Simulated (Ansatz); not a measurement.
## Response to strain in SiC

Consider SiC in the wurtzite structure (space group P6_3mc, No. 186; a = 3.0919 Å, c = 5.0742 Å). Axes: x lies along a and z along c of the hexagonal cell.

Strains are applied to the cell and any free atomic positions relax; under biaxial strain the out-of-plane vector relaxes too.

Level of theory: plane-wave PAW DFT at the PBE level (Ansatz, a quantum-chemistry and plane-wave program, 420 eV), without spin-orbit coupling, earlier PAW set.

| biaxial strain, plane normal [001], relaxed out of plane (%) | band gap (eV) |
|---|---|
| -4.54 | 1.63 |
| -1.53 | ? |
| -0.98 | 2.18 |
| 0 | 2.31 |

Problem. Fit E_g = E₀ + Dε (ε in %) to the rows shown and predict the withheld row.

Solution. Least squares on the printed values gives E₀ = 2.32 eV, D = 151 meV per % of strain (largest residual 0.01 eV); this predicts 2.09 eV, and the run gives 2.11 eV, 0.02 higher.

Stability against distortions was not tested.
